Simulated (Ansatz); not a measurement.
Base system: Ru in the hcp (Mg type) structure (space group P6_3/mmc, No. 194; a = 2.676 Å, c = 4.221 Å).

All numbers come from LDA (Ansatz, an electronic-structure program, PAW, scalar-relativistic without spin-orbit coupling).

Before the change:

| Item | Result |
|---|---|
| Volume per atom | 13.09 Å³ |

Modification: hydrostatic tension (pressure −1 GPa).

Q: Predict the new volume per atom.

A: The volume per atom goes up by 0.036 Å³ (13.09 Å³ → 13.12 Å³).

Load acts through the strain it causes; cell and atoms are relaxed under it. Stability against distortions was not tested. All final runs are without spin polarisation.
